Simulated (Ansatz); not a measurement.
Data:

```
CELL_PARAMETERS angstrom
      4.10295     0.00000     0.00000
      2.05147     3.55326     0.00000
      2.05147    -1.18442     3.37288
ATOMIC_POSITIONS crystal
  In 0.99921 0.00040 0.00119
  P  0.50079 0.24960 0.74881
```

No spin polarisation.

The values are results of LDA (Ansatz, an electronic-structure program), scalar-relativistic without spin-orbit coupling, not measurements. Γ-centred 10×10×10 mesh, Fermi–Dirac width 0.05 eV.

Task: Predict the valence-band top at Γ and band gap.

Result: 
- Valence-band top at Γ (three highest levels, from the VBM) = 0.00, 0.00, -0.05 eV
- Band gap = 0.59 eV

The cells carry an imposed strain or load. Whether these cells are dynamically stable was not tested. The cell was made from InP in the zinc blende structure (space group F-43m, No. 216) by this change: biaxial strain −0.42 %, plane normal [111], relaxed out of plane.
